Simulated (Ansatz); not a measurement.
## Sc: pressure series

Start from Sc in the hcp (Mg type) structure (space group P6_3/mmc, No. 194).

```yaml
crystal:
  lattice:
    - [3.31943, 0.00000, 0.00000]
    - [-1.65971, 2.87471, 0.00000]
    - [0.00000, 0.00000, 5.16637]
  atoms:
    - { symbol: Sc, position: [0.33333, 0.66667, 0.75000] }
    - { symbol: Sc, position: [0.66667, 0.33333, 0.25000] }
```

Cell and atoms are relaxed at each pressure.

The values are results of Ansatz (a quantum-chemistry and plane-wave program) PBE, spin-orbit coupling left out, not measurements.

```csv
pressure (GPa),volume per atom (Å³/atom)
-2,25.641
-1,25.124
0,24.650
2.1,23.766
4.5,22.902
9,21.570
15,20.182
22.5,?
30,17.719
```

Question: Fit the third-order Birch–Murnaghan form P(V) = (3B₀/2)[(V₀/V)^(7/3) − (V₀/V)^(5/3)]·[1 + (3/4)(B₀′ − 4)((V₀/V)^(2/3) − 1)] (squares taken in P) to the rows shown and predict the withheld row.

Answer: Least squares on the printed values gives V₀ = 24.651 Å³/atom, B₀ = 54.6 GPa, B₀′ = 3.2; this predicts 18.811 Å³/atom, and the run gives 18.826 Å³/atom, 0.015 higher.

Load acts through the strain it causes; cell and atoms are relaxed under it. Whether these cells are dynamically stable was not tested. Competing high-pressure phases were not computed. All final runs are without spin polarisation.
